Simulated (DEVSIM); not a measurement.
System: p-channel Si planar bulk MOSFET with SiO2, at 350 K.

- Gate length = 130 nm
- Source drain length = 104 nm
- Dielectric thickness = 3.7 nm
- Lateral straggle = 9.2 nm
- Underlap = 0 nm
- Junction depth = 40.5 nm
- Substrate depth = 307 nm
- Gate work function = 5.1 eV
- Source and drain doping = 1.5e20 cm⁻³, Gaussian tails under the gate
- Body doping = 5.5e17 cm⁻³
- Lifetime = 6e-8 s
- Supply = 1.5 V
- Halo peak = 1.6e18 cm⁻³

All mobilities are scaled by 0.15; velocity saturation, μ/(1 + (μE/vsat)^b)^(1/b) with b = 2 for electrons and 1 for holes and E the electric field along each mesh edge, is on. Mobility is μmin + (μ − μmin)/(1 + (N/Nref)^α).

Constants are typed, rounded textbook-type inputs, not results; the design itself was drawn at random and stands for no fabricated device. Values at 300 K; Nc and Nv go as T^1.5, mobilities as T to minus their exponent, the gap by Varshni's rule with the affinity fixed.

Si: gap (eV) 1.124, affinity (eV) 4.05, permittivity 11.7, Nc (cm⁻³) 2.86e19, Nv (cm⁻³) 3.1e19, μn (cm²/Vs) 1417, μp (cm²/Vs) 470, μn,min 52, μp,min 45, Nref,n 9.7e16, Nref,p 2.2e17, αn 0.68, αp 0.72, T exponent of μn 2.3, T exponent of μp 2.2, vsat,n (cm/s) 1e7, vsat,p (cm/s) 8.4e6, Varshni α (eV/K) 0.000473, Varshni β (K) 636. SiO2: gap (eV) 9, affinity (eV) 0.9, permittivity 3.9.

Model (solved in DEVSIM): 2D drift-diffusion, Boltzmann statistics, complete ionisation; no quantum confinement, tunnelling, impact ionisation, self-heating, contact resistance or fringe fields beside the gate. Metal contacts follow the ideal Schottky-Mott rule: no Fermi-level pinning, no interface dipoles.

Transfer curves, |Id| in μA/μm:

```tsv
Vg (V)	Vd = -0.05 V	Vd = -1.5 V
0.3	6.825e-8	4.876e-7
0.225	3.816e-7	2.806e-6
0.15	2.160e-6	1.636e-5
0.075	1.239e-5	9.603e-5
0	7.152e-5	0.0005629
-0.075	0.0004125	0.003261
-0.15	0.002357	0.01835
-0.225	0.01305	0.09587
-0.3	0.06518	0.4179
-0.375	0.2504	1.341
-0.45	0.6445	3.153
-0.525	1.180	5.913
-0.6	1.767	9.559
-0.675	2.359	14.01
-0.75	2.943	19.17
-0.825	3.513	25.00
-0.9	4.068	31.42
-0.975	4.608	38.37
-1.05	5.134	45.82
-1.125	5.646	53.72
-1.2	6.146	62.03
-1.275	6.634	70.71
-1.35	7.111	79.72
-1.425	7.577	89.03
-1.5	8.033	98.60
```

Work out the subthreshold swing at low drain bias from the rows at 0.075 and 0 V, and compare it with the thermal limit.

log10(7.152e-5/1.239e-5) = 0.761 over 75.0 mV, so S = 98.5 mV/decade. The limit kT/q ln 10 is 69.4 mV/decade; the ratio is 1.42. This is the steepest step of the table.

Find both thresholds at the constant current 0.1 μA × (1 μm/L) a micrometre, and the DIBL.

The current is 0.769 μA/μm. Interpolating ln Id gives -0.472 V and -0.339 V; their difference over the 1.45 V of drain bias is 92 mV/V.

Source and drain are degenerate, where Boltzmann statistics are only rough. The electric field that drives the saturation includes the junctions' built-in field, which lowers the mobility there even at small currents: subthreshold currents come out too low, a known weakness of this choice.
